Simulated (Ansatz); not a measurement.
NbAs2 (model structure, started from the MoP2 type, Cmc2₁, No. 36, 6 atoms in the cell)

Calculation: r²SCAN (Ansatz, a quantum-chemistry and plane-wave program, plane waves, PAW).

Numerical settings: plane-wave cutoff 560 eV, 16×16×10 k mesh (along the axes of the cell as run), Fermi–Dirac smearing 0.05 eV, no spin polarisation, scalar-relativistic PAW data made under PBE.

Cell (relaxed at this level):

Space group Cmc2₁ (No. 36); a = 3.458 Å, b = 11.988 Å, c = 5.358 Å, α = β = γ = 90.00°

```
atom  site  symmetry       x       y       z
----  ----  --------  ------  ------  ------
Nb      4a       m..  0.0000  0.0907  0.5001
As      4a       m..  0.0000  0.4309  0.3681
As      4a       m..  0.0000  0.7032  0.2068
```
(The calculation used a cell of 6 atoms; values per cell refer to that cell.)

- bulk modulus B0: 127 GPa

Note: the bulk modulus is −V dP/dV from two relaxed cells at ±2 % in volume; the relaxation could raise the start's symmetry but not lower it, so the cell can be a saddle point.

Static lattice: no zero-point or thermal effects.

Cost on a shared machine: very roughly 60 core-minutes.

A model structure was made by putting elements into a prototype or built by hand; it is no filed structure, need not be a known phase, and can be a saddle point held by its symmetry.
